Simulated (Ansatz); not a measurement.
Consider Ta in the bcc (W type) structure (space group Im-3m, No. 229; a = 3.282 Å).

The change: a hydrostatic pressure of 4.5 GPa.

Levels (all Ansatz, an electronic-structure program, PAW, earlier PAW set): PBEsol (420 eV, no SOC); r2SCAN (500 eV, no spin-orbit coupling).

The geometry is relaxed with PBEsol.

```
Quantity          Result
---------------  -------
PBEsol pressure  4.5 GPa
```

Problem. How does going to r2SCAN change the pressure?

Solution. The pressure increases by 4.8 GPa, from 4.5 GPa to 9.3 GPa.

Single points use the geometry relaxed with PBEsol. Their cutoffs differ, which shifts pressures a little. Load acts through the strain it causes; cell and atoms are relaxed under it. Whether these cells are dynamically stable was not tested. All final runs are without spin polarisation.
